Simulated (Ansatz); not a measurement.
The starting structures come from a database of crystals and need not be the phases stable at ambient conditions.

 Where the default PAW files enter, the runs use the earlier of Ansatz's two default sets.

The decay constant κ of evanescent states in the gap governs leakage through a thin film.

Consider the following.

```yaml
crystal:
  lattice:
    - [4.65084, 0.00000, 0.00000]
    - [0.00000, 4.65084, 0.00000]
    - [2.32542, -2.32542, 5.63976]
  atoms:
    - { symbol: Hg, position: [0.11545, 0.88455, 0.76911] }
    - { symbol: Hg, position: [0.88455, 0.11545, 0.23089] }
    - { symbol: Br, position: [0.34547, 0.65453, 0.30906] }
    - { symbol: Br, position: [0.65453, 0.34547, 0.69094] }
```

Space group of this cell: I4/mmm. The cell was relaxed by PBE-D3(BJ).

Transport runs along the normal of the first two printed cell vectors, the (001) plane of the conventional cell.

The gap is the functional's own. No spin-orbit coupling. Mid-gap values are interpolated on the energy grid.

**Question.** Compute, with r2SCAN in Ansatz (an electronic-structure program), the band gap and the smallest decay constant κ at mid-gap.

**Answer.** Gap 2.23 eV on a 8×8×8 mesh; κ = 0.155 1/Å, at the zone centre.
